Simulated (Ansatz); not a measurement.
Functionals compared on CH3 on the 1x1 (111) surface of fcc Pt, one in a 2x2 cell, started at the site 'bridge Pt-Pt (span 2.8 Å)', in Ansatz (plane waves, PAW). The structure was relaxed with PBE; the other rows are single points on it, each with its references at the same level. Cutoff 420 eV (500 eV for r2SCAN).

Set-up: 20 atoms, 6.9 Å thick at the start under the adsorbate (thin: gaps and levels are the slab's own); mesh 6x6x1; 0.1 eV smearing; dipole correction on; 8 atoms held, the rest relaxed; no symmetry held; no spin, no spin-orbit, no U, no dispersion correction. At the end it is bonded to Pt. In PBE it is, or lies within 0.03 eV of, the lowest of the starts that converged. These notes are the PBE run's. Adsorption energies are against CH4(g) − ½ H2(g). A negative adsorption energy means that the adsorbate is more stable on the surface than in its reference.

```tsv
functional	adsorption energy (eV)	work function of the top face (eV)	change of the work function (eV)	rough cost of the single point
PBE	0.48	4.86	-0.82	–
RPBE	(withheld)	(withheld)	(withheld)	about 5 core-minutes (a rough figure)
r2SCAN	0.31	4.91	-0.84	very roughly 8 core-minutes
```

Fill in the missing entries.


- RPBE, adsorption energy (eV): 0.65
- RPBE, work function of the top face (eV): 4.75
- RPBE, change of the work function (eV): -0.77

Ansatz is a quantum-chemistry and plane-wave program.
